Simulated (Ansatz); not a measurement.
A 16-atom cell of Ga(P,Sb) started in the zinc blende structure, site fractions P 0.750, Sb 0.250, short-range order -0.11 among the nearest mixed sites of the first mixed sublattice (0 is random, a negative value favours unlike neighbours), space group Amm2 at the end, an ordered arrangement that its symmetry holds. The mixed sublattice has 8 sites.

The mixing enthalpy is taken against the end members in the zinc blende type, relaxed in the same cell and mesh.

Values marked by level come from PBE (plane waves to 420 eV, PAW; Ansatz, a program for electronic structure); HSE06 (plane waves to 420 eV, PAW; Ansatz). Geometries and values that name no level are of the first. Scalar-relativistic, without spin–orbit coupling; with elements this heavy it can move edges by tenths of an eV. Its k-point mesh 4×4×4, Fermi–Dirac width 0.01 eV. HSE06 ran on meshes of its own (3×3×3); its edges and gaps are taken over the mesh and over extra points off it, mostly where PBE has its edges.

```json
[
 {"cell": "GaP", "energy at zero smearing (eV)": "-36316.459"},
 {"cell": "GaSb", "energy at zero smearing (eV)": "-82142.667"},
 {"cell": "Ga4P3Sb", "energy at zero smearing (eV)": "-47771.950"}
]
```

Work out the mixing enthalpy per mixed site and the interaction parameter Ω of a regular solution.

With x = 2/8 of the second end member, ΔH = [-47771.950 − 6/8 × (-36316.459) − 2/8 × (-82142.667)] / 8 = 132.6 meV against the separate end members. Ω = ΔH / x(1 − x) = 707 meV.
